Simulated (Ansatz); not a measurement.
# A computed series for MoSi2: response to strain

Consider MoSi2 (space group I4/mmm, No. 139; a = 3.174 Å, c = 7.779 Å; relaxed with 0.1 eV smearing). Axes: x, y, z lie along a, b, c of the conventional cell.

Strains are applied to the cell and any free atomic positions relax.

The values are results of plane-wave PAW DFT at the LDA level (Ansatz, a program for electronic structure, 420 eV), scalar-relativistic without spin-orbit coupling, not measurements.

Notes on the quantities. energy relative to the base: free energy F; pressure: mean of the normal stresses, compression positive.

```tsv
variant	energy relative to the base	pressure
base	0 meV/atom	0.0 GPa
tensor shear ε_xz = +1.43 %	+7.0 meV/atom	…
tensor shear ε_xz = +0.29 %	+0.3 meV/atom	0.0 GPa
tensor shear ε_xz = +1.14 %	…	0.1 GPa
tensor shear ε_xz = +0.86 %	…	0.1 GPa
tensor shear ε_xz = +0.57 %	…	0.0 GPa
```

Task: Complete the table.

Result: 
- tensor shear ε_xz = +1.43 %, pressure: 0.2 GPa
- tensor shear ε_xz = +1.14 %, energy relative to the base: +4.4 meV/atom
- tensor shear ε_xz = +0.86 %, energy relative to the base: +2.5 meV/atom
- tensor shear ε_xz = +0.57 %, energy relative to the base: +1.1 meV/atom

Stability against distortions was not tested. The final runs are not spin-polarised.
